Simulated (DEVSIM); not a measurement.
Structure: Ni/SiON/SiO2/n-Si capacitor, at 300 K.

```
layer (left to right)  material  thickness (nm)  Nd (cm⁻³)
---------------------  --------  --------------  ---------
1                          SiON            21.0          -
2                          SiO2           0.540          -
3                            Si            4400     1.7e16
```

Metal gate on the left, work function 5.1 eV. Fixed charge at the semiconductor interface 1.2e12 cm⁻² (in units of +e); no interface traps.

This is a model device: material constants are rounded textbook-type values typed into the input, and sizes, dopings and lifetimes were drawn at random. Values at 300 K.

```csv
parameter,SiON,SiO2,Si
gap (eV),7,9,1.124
affinity (eV),1.4,0.9,4.05
permittivity,5.5,3.9,11.7
Nc (cm⁻³),-,-,2.86e19
Nv (cm⁻³),-,-,3.1e19
```

Model (solved in DEVSIM): 1D Poisson equation in equilibrium, Boltzmann statistics, complete ionisation; no quantum confinement or tunnelling. Metal contacts follow the ideal Schottky-Mott rule: no Fermi-level pinning, no interface dipoles.

The SiON thickness was swept, all else fixed.

```json
[
 {"SiON thickness (μm)": "0.0084", "minimum of the low-frequency capacitance (μF/cm²)": "0.0459", "capacitance of the dielectric stack (μF/cm²)": "0.532", "threshold voltage (band bending 2φF) (V)": "-0.36", "flat-band voltage (V)": "0.50"},
 {"SiON thickness (μm)": "0.012", "minimum of the low-frequency capacitance (μF/cm²)": "0.0440", "capacitance of the dielectric stack (μF/cm²)": "0.382", "threshold voltage (band bending 2φF) (V)": "-0.55", "flat-band voltage (V)": "0.35"},
 {"SiON thickness (μm)": "0.015", "minimum of the low-frequency capacitance (μF/cm²)": "0.0423", "capacitance of the dielectric stack (μF/cm²)": "0.309", "threshold voltage (band bending 2φF) (V)": "-0.71", "flat-band voltage (V)": "0.24"},
 {"SiON thickness (μm)": "0.018", "minimum of the low-frequency capacitance (μF/cm²)": "0.0418", "capacitance of the dielectric stack (μF/cm²)": "0.260", "threshold voltage (band bending 2φF) (V)": "-0.87", "flat-band voltage (V)": "0.12"},
 {"SiON thickness (μm)": "0.021", "minimum of the low-frequency capacitance (μF/cm²)": "0.0402", "capacitance of the dielectric stack (μF/cm²)": "0.224", "threshold voltage (band bending 2φF) (V)": "-1.03", "flat-band voltage (V)": "0.00"},
 {"SiON thickness (μm)": "0.025", "minimum of the low-frequency capacitance (μF/cm²)": "0.0389", "capacitance of the dielectric stack (μF/cm²)": "0.189", "threshold voltage (band bending 2φF) (V)": "-1.24", "flat-band voltage (V)": "-0.16"}
]
```

From the first row to the last the minimum of the low-frequency capacitance goes from 0.0459 to 0.0389. From the first row to the last the capacitance of the dielectric stack goes from 0.532 to 0.189.
